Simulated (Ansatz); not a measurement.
The starting structures come from a database of crystals and need not be the phases stable at ambient conditions.

 Where the default PAW files enter, the runs use the earlier of Ansatz's two default sets.

Input:

```
CdTe
1.0
    4.67575     0.00000     0.00000
    0.00000     7.63690     0.00000
    2.29233     0.00000     4.07528
Cd Te
2 2
Direct
  0.84847   0.00017   0.84847
  0.15153   0.50017   0.15153
  0.18219   0.12483   0.18219
  0.81781   0.62483   0.81781
```

Space group of this cell: Cmc2_1. The cell is taken as given; by r2SCAN its mean pressure is -1.2 GPa.

The current runs along the normal of the first two printed vectors. All runs by Ansatz (an electronic-structure program), plane waves and PAW, without spin-orbit coupling; the base is r2SCAN.

```
run                                                      mean pressure (GPa)    gap (eV)  mid-gap κ (1/Å)
-------------------------------------------------------  -------------------  ----------  ---------------
base                                                                    -1.2        1.10            0.079
all lengths scaled by 0.98                                               1.2  (withheld)       (withheld)
all lengths scaled by 1.02                                              -3.0        0.91            0.068
lda in place of r2scan                                                  -3.7  (withheld)       (withheld)
lengths across the current scaled by 0.98, ions clamped                  0.4        1.24            0.088
lengths across the current scaled by 1.02, ions clamped                 -2.4        0.94            0.071
lengths along the current scaled by 0.97, ions clamped                   0.0        1.15            0.083
lengths along the current scaled by 1.03, ions clamped                  -2.1  (withheld)       (withheld)
pbesol in place of r2scan                                               -2.3        0.50            0.039
```

Problem. Fill in the missing entries.

Solution. 
- all lengths scaled by 0.98, gap (eV): 1.31
- all lengths scaled by 0.98, mid-gap κ (1/Å): 0.090
- lda in place of r2scan, gap (eV): 0.35
- lda in place of r2scan, mid-gap κ (1/Å): 0.028
- lengths along the current scaled by 1.03, ions clamped, gap (eV): 1.00
- lengths along the current scaled by 1.03, ions clamped, mid-gap κ (1/Å): 0.076
